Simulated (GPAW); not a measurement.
Input and output of a self-consistent single point for TlS (I4/mcm, 8 atoms in the cell) (GPAW).

Method: vdW-DF2, GPAW PAW datasets PBE (gpaw-data 1.0.1) (plane waves; GPAW).

```
CELL_PARAMETERS angstrom
     -3.89300     3.89300     3.40000
      3.89300    -3.89300     3.40000
      3.89300     3.89300    -3.40000
ATOMIC_POSITIONS crystal
  Tl 0.75000 0.25000 0.50000
  Tl 0.25000 0.75000 0.50000
  Tl 0.25000 0.25000 0.00000
  Tl 0.75000 0.75000 0.00000
  S  0.67900 0.17900 0.85800
  S  0.17900 0.32100 0.50000
  S  0.32100 0.82100 0.14200
  S  0.82100 0.67900 0.50000
```

Reference input (self-consistent single point, DFT LDA (Perdew-Wang 92), plane waves, GPAW PAW datasets LDA (gpaw-data 1.0.1)): mode = pw; ecut = 600 eV; xc = LDA; kpts = 3 3 3; mesh shift (steps) = 0 0 0; occupations.name = fermi-dirac; occupations.width = 0.1 eV; nbands = -14; convergence.forces = 0.001 eV/Å; symmetry.symmorphic = false; symmetry.tolerance = 0.0005; maxiter = 150. This run's input differs from it in these lines:

```diff
@@ -19,7 +19,7 @@
 calc = GPAW(mode={'name': 'pw', 'ecut': 600},
-            xc='LDA',
+            xc={'name': 'vdW-DF2', 'backend': 'libvdwxc'},
             kpts=(3, 3, 3),
             occupations={'name': 'fermi-dirac', 'width': 0.1},
-            nbands=-14,
-            convergence={'forces': 0.001},
+            nbands=-6,
+            convergence={'forces': 0.001, 'bands': -4},
             symmetry={'symmorphic': False, 'tolerance': 0.0005},
```

Its files differ too (potentials: GPAW PAW datasets PBE (gpaw-data 1.0.1)).

Log, with long lists cut:

```
     iter     time        total  log10-change:
                         energy   eigst   dens  force
iter:   1 --:--:--  -854.840263   +0.01
iter:   2 --:--:--  -854.356485   -1.41  -1.15
iter:   3 --:--:--  -852.750973   -1.09  -1.19
iter:   4 --:--:--  -852.762117   -2.02  -1.60
iter:   5 --:--:--  -852.915109   -2.00  -1.67
iter:   6 --:--:--  -852.825540   -2.01  -1.84
iter:   7 --:--:--  -852.848783   -3.13  -2.24
iter:   8 --:--:--  -852.804508   -2.56  -2.11
iter:   9 --:--:--  -852.805627   -3.87  -2.81
iter:  10 --:--:--  -852.807711c  -3.69  -2.72
iter:  11 --:--:--  -852.804693c  -4.08  -2.71
   [... lines left out ...]
iter:  28 --:--:--  -852.804186c  -6.98  -4.34c
iter:  29 --:--:--  -852.804187c  -7.92c -4.39c -1.84
iter:  30 --:--:--  -852.804188c  -7.69c -4.48c -2.06
iter:  31 --:--:--  -852.804187c  -8.18c -4.51c -2.32
iter:  32 --:--:--  -852.804184c  -7.45c -4.60c -1.86
iter:  33 --:--:--  -852.804183c  -7.55c -4.59c -1.93
   [... 2 lines left out ...]
iter:  36 --:--:--  -852.804183c  -9.17c -5.10c -2.87
iter:  37 --:--:--  -852.804183c  -9.60c -5.14c -2.96
iter:  38 --:--:--  -852.804182c  -8.77c -5.19c -2.90
iter:  39 --:--:--  -852.804182c  -9.69c -5.43c -2.92
iter:  40 --:--:--  -852.804182c  -9.85c -5.74c -3.24c
Converged after 40 iterations.

Dipole moment: (-0.000000, 0.000000, -0.000000) |e|*Ang

Energy contributions relative to reference atoms: (reference = -2243610.400677)

Kinetic:        +43.233298
Potential:      -37.049312
External:        +0.000000
XC:            -857.320050
Entropy (-ST):   -0.003409
Local:           -1.666415
SIC:             +0.000000
--------------------------
Free energy:   -852.805887
Extrapolated:  -852.804182

Non-local vdW-DF2 correlation energy: 7.095418
Semilocal GGA_X_RPW86+LDA_C_PW energy: -628.285101
(Not including atomic contributions)
Showing only first 2 kpts
 Kpt  Band  Eigenvalues  Occupancy
  0    36      4.04347    2.00000
  0    37      4.30611    1.99999
  0    38      6.33732    0.00108
  0    39      6.90254    0.00000

  1    36      4.31225    1.99999
  1    37      4.56969    1.99992
   [... lines left out ...]
Fermi level: 5.58515
Gap: 1.009 eV
Direct gap: 1.267 eV
   [... lines left out ...]
  2 Tl    0.00000   -0.00000   -0.00000
  3 Tl    0.00000   -0.00000   -0.00000
  4 S     0.23643    0.23643    0.00000
  5 S    -0.23643    0.23643   -0.00000
  6 S    -0.23643   -0.23643    0.00000
  7 S     0.23643   -0.23643   -0.00000

Stress tensor:
    -0.036199     0.000000     0.000000
     0.000000    -0.036199    -0.000000
     0.000000    -0.000000    -0.050905
Stress (GPa, Voigt): [-5.7997 -5.7997 -8.1558 -0.      0.      0.    ]
```

The run converged in 40 iterations. GPAW prints stress with tension positive. Against the reference run the pressure goes from -3.50 to 6.59 GPa and the largest force goes from 0.499 to 0.334 eV/Å.

The starting cell comes from a database of published, mostly measured structures (it also holds non-ambient and calculated ones), without a prior relaxation at this level. Spin-orbit coupling is off. With a pressure of about 7 GPa the cell is away from its equilibrium volume at this level.

Cost on one core of a shared machine: roughly 4 min.
